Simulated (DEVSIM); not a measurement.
System: abrupt Si n-p junction, at 300 K.

```
layer (left to right)  material  thickness (μm)  Nd (cm⁻³)  Na (cm⁻³)  τn (s)  τp (s)
---------------------  --------  --------------  ---------  ---------  ------  ------
1                            Si            37.0     7.7e18          -  4.6e-7  4.6e-7
2                            Si            26.0          -     2.8e14  4.6e-7  4.6e-7
```

Left contact: ohmic. Right contact: ohmic. Voltage is applied to the left contact. Recombination: SRH at mid-gap, radiative, Auger. Mobility is constant in doping.

The device is made up for the run: typed textbook-type constants, with dimensions and the other settings drawn at random. Values at 300 K.

```csv
parameter,Si
gap (eV),1.124
affinity (eV),4.05
permittivity,11.7
Nc (cm⁻³),2.86e19
Nv (cm⁻³),3.1e19
μn (cm²/Vs),1417
μp (cm²/Vs),470
B (cm³/s),4.7e-15
Cn (cm⁶/s),2.8e-31
Cp (cm⁶/s),9.9e-32
```

Simulated with DEVSIM: 1D drift-diffusion, Boltzmann statistics, complete ionisation; no tunnelling, impact ionisation, image-force lowering or self-heating.

Tabulate band edges, carrier densities and field at zero bias.

Energies count from the Fermi level of the right contact; mesh points crowd at the junctions.

```csv
x (μm),Ec (eV),Ev (eV),n (cm⁻³),p (cm⁻³),field (V/cm)
0.000,0.034,-1.090,7.7e18,< 1e2,≈ 0
0.05122,0.034,-1.090,7.7e18,< 1e2,≈ 0
0.2022,0.034,-1.090,7.7e18,< 1e2,≈ 0
0.6845,0.034,-1.090,7.7e18,< 1e2,≈ 0
3.178,0.034,-1.090,7.7e18,< 1e2,≈ 0
10.00,0.034,-1.090,7.7e18,< 1e2,≈ 0
25.67,0.034,-1.090,7.7e18,< 1e2,≈ 0
34.51,0.034,-1.090,7.7e18,< 1e2,≈ 0
36.19,0.034,-1.090,7.7e18,< 1e2,≈ 0
36.76,0.034,-1.090,7.7e18,< 1e2,≈ 0
36.94,0.034,-1.090,7.7e18,< 1e2,≈ 0
37.01,0.109,-1.015,4.2e17,280,59000
37.07,0.225,-0.899,4.7e15,25000,9400
37.25,0.355,-0.769,3.1e13,3800000,6200
38.23,0.753,-0.371,6300000,1.8e13,2000
40.89,0.824,-0.300,420000,2.8e14,≈ 0
49.23,0.824,-0.300,420000,2.8e14,≈ 0
58.51,0.824,-0.300,420000,2.8e14,≈ 0
62.02,0.824,-0.300,420000,2.8e14,≈ 0
62.69,0.824,-0.300,420000,2.8e14,≈ 0
62.92,0.824,-0.300,420000,2.8e14,≈ 0
63.00,0.824,-0.300,420000,2.8e14,≈ 0
```
